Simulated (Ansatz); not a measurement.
Consider GaP in the zinc blende structure (space group F-43m, No. 216; a = 5.4386 Å).

Computed with PBEsol (Ansatz, a program for electronic structure), no spin-orbit coupling.

For the base:

```
Property                                               Result
-----------------------------  ------------------------------
Band gap                                              1.45 eV
Width of the top valence band                         3.51 eV
Gap character                  indirect, Γ → Γ–X (87 % along)
```

Modification: the cell is scaled by 1.0250 in all directions; the atoms relax in the strained cell.

### Question
What happens to the band gap?

### Answer
The band gap shrinks by 0.25 eV, from 1.45 eV to 1.20 eV.

### Question
What happens to the width of the top valence band?

### Answer
The width of the top valence band shrinks by 0.35 eV, from 3.51 eV to 3.16 eV.

### Question
What does the calculation give for the gap character after the change?

### Answer
The gap character becomes direct at Γ (base: indirect, Γ → Γ–X (87 % along)).

Gaps are read on the SCF mesh and a high-symmetry path. Whether these cells are dynamically stable was not tested.
